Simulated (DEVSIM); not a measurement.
System: Schottky contact on n-type InP, at 300 K.

Layer 1 from the left is InP, thickness (μm) 1.30, Nd (cm⁻³) 7.8e16, τn (s) 3.1e-8, τp (s) 3.1e-8.

Left contact: Schottky, work function 5.23 eV, emission velocity 1.2e7 cm/s. Right contact: ohmic. Voltage is applied to the left contact. Recombination: SRH at mid-gap, radiative. Mobility is constant in doping.

Constants are typed, rounded textbook-type inputs, not results; the design itself was drawn at random and stands for no fabricated device. Values at 300 K.

InP: gap (eV) 1.344, affinity (eV) 4.38, permittivity 12.5, Nc (cm⁻³) 5.7e17, Nv (cm⁻³) 1.1e19, μn (cm²/Vs) 5200, μp (cm²/Vs) 170, B (cm³/s) 1.2e-10.

DEVSIM, 1D drift-diffusion, Boltzmann statistics, complete ionisation; no tunnelling, impact ionisation, image-force lowering or self-heating. Metal contacts follow the ideal Schottky-Mott rule: no Fermi-level pinning, no interface dipoles.

Dark forward current:

| |V| (V) | |J| (A/cm²) |
|---|---|
| 0.05 | 3.351e-8 |
| 0.10 | 2.650e-7 |
| 0.15 | 1.864e-6 |
| 0.20 | 1.292e-5 |
| 0.25 | 8.929e-5 |
| 0.30 | 0.0006170 |
| 0.35 | 0.004262 |
| 0.40 | 0.02944 |
| 0.45 | 0.2032 |
| 0.50 | 1.402 |
| 0.55 | 9.655 |
| 0.60 | 66.14 |
| 0.65 | 440.6 |
| 0.70 | 2555 |

Q: Work out the local ideality factor n = ΔV / (kT/q · ln(J2/J1)) between the rows 0.15 and 0.20 V, 0.65 and 0.70 V.

A: kT/q = 25.85 mV. From 0.15 to 0.20 V: ln(1.292e-5/1.864e-6) = 1.936, n = 1.00, near the 1 of diffusion or emission over a barrier. From 0.65 to 0.70 V: ln(2555/440.6) = 1.758, n = 1.10; the layers' resistance at their doping, Σ W/(qμN) = 2.0e-6 Ω cm², would take 4.2 mV of this step of 50 mV.

Q: Estimate the current at 0.40 V for emission alone, J0 = q v N_band exp(−φB/kT), and read the barrier back from the simulated current.

A: φB = 0.850 eV, N_band = 5.70e17 cm⁻³, J0 = 5.75e-9 A/cm²; J = J0 (exp(qV/kT) − 1) = 0.0302 A/cm². The simulation gives 0.0294 A/cm²; the estimate lies 2.5 % above. Read backwards, the simulated current gives an apparent barrier of 0.851 eV. The estimate leaves out transport through the depletion region and minority injection.
